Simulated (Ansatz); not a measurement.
Consider MgO in the rock salt structure (space group Fm-3m, No. 225; a = 4.208 Å).

The values are results of r2SCAN (Ansatz, an electronic-structure program, PAW, spin-orbit coupling left out), earlier PAW set, not measurements.

The change: every lattice vector is shortened by 0.63 %, atoms relaxed at fixed cell.

Problem. How does this affect the energy relative to the base and mean gap deformation potential ΔEg/Δln V?

Solution. The energy rises by 1.8 meV/atom; the mean gap deformation potential ΔEg/Δln V is -10.3 eV.

The cells carry an imposed strain or load. Stability against distortions was not tested.
